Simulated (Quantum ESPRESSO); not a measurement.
Habitual settings against a tight run: the (101) slab of Na (cut from a parent of space group no. 229; 8 atoms in the cell)

Self-consistent single point.

```
Na
1.0
    4.15839     0.00000     0.00000
    0.00000     5.88086     0.00000
    0.00000     0.00000    20.92660
Na
8
Direct
  0.00000   0.75000   0.28672
  0.50000   0.25000   0.28672
  0.00000   0.25000   0.42890
  0.50000   0.75000   0.42890
  0.00000   0.75000   0.57110
  0.50000   0.25000   0.57110
  0.00000   0.25000   0.71328
  0.50000   0.75000   0.71328
```

Computed with PBEsol, GBRV 1.5 ultrasoft (PBESOL) pseudopotentials (plane waves; Quantum ESPRESSO).

Base settings: ecutwfc = 40 Ry; ecutrho = 200 Ry; occupations = smearing; smearing = gauss; degauss = 0.0099958 Ry; potentials = {Na: na_pbesol_v1.5.uspp.F.UPF}; K_POINTS = automatic 5 4 1 0 0 0; conv_thr = 1e-09 Ry; mixing_beta = 0.2.

Tight run (finer mesh or higher cutoff; not a proven limit): ecutwfc: 40 Ry → 56 Ry; ecutrho: 200 Ry → 280 Ry; conv_thr: 1e-09 Ry → 7.3e-11 Ry; K_POINTS: automatic 5 4 1 0 0 0 → automatic 7 6 1 0 0 0. It gave Fermi level (on the code's own zero) -0.19 eV; pressure averaged over the cell with its vacuum -0.08 GPa; largest force (vector length) 0.021 eV/Å.

Quick runs, as changes from the base:
- A: the base itself
- B: ecutwfc: 40 Ry → 20 Ry; ecutrho: 200 Ry → 100 Ry; smearing: gauss → fd; conv_thr: 1e-09 Ry → 7.3e-06 Ry; K_POINTS: automatic 5 4 1 0 0 0 → automatic 2 2 1 0 0 0
- C: ecutwfc: 40 Ry → 20 Ry; ecutrho: 200 Ry → 100 Ry; conv_thr: 1e-09 Ry → 7.3e-06 Ry; K_POINTS: automatic 5 4 1 0 0 0 → automatic 4 4 1 0 0 0
- D: ecutwfc: 40 Ry → 32 Ry; ecutrho: 200 Ry → 160 Ry; K_POINTS: automatic 5 4 1 0 0 0 → automatic 6 6 1 0 0 0
- E: ecutwfc: 40 Ry → 24 Ry; ecutrho: 200 Ry → 120 Ry; K_POINTS: automatic 5 4 1 0 0 0 → automatic 6 6 1 0 0 0
- F: ecutwfc: 40 Ry → 24 Ry; ecutrho: 200 Ry → 120 Ry; smearing: gauss → fd; conv_thr: 1e-09 Ry → 7.3e-05 Ry; K_POINTS: automatic 5 4 1 0 0 0 → automatic 1 1 1 0 0 0

Energies are extrapolated to zero smearing width, which holds to low order in the width alone (under cold and Methfessel-Paxton smearing the free energy itself is taken).

Dashes: time of B, C, F, under 30 s.

The count of work is k-points × plane waves × bands × iterations; it is no time. Core times come from one kind of shared machine and are given to one figure; runs under 30 s give none.

The starting cell comes from a database of computed structures (which also holds hypothetical and non-ambient phases and stackings), without a prior relaxation at this level. The slab is cut from that crystal, and its faces are unrelaxed. Its lattice was rescaled in the plane by a random factor within 2.5 % of one.

| run | energy less tight (meV/atom) | largest miss in a force vector (eV/Å) | count of work / tight | core time / tight (rough) |
|---|---|---|---|---|
| A | 7.4 | 0.013 | 0.25 | 0.3 |
| B | 5037.6 | 0.050 | 0.027 | – |
| C | 4999.0 | 0.024 | 0.060 | – |
| D | 30.5 | 0.010 | 0.38 | 0.4 |
| E | 1220.8 | 0.009 | 0.20 | 0.2 |
| F | 555.2 | 0.408 | 0.0049 | – |

Among the runs at the tight run's level, the energy misses run from 7.4 to 5037.6 meV/atom.
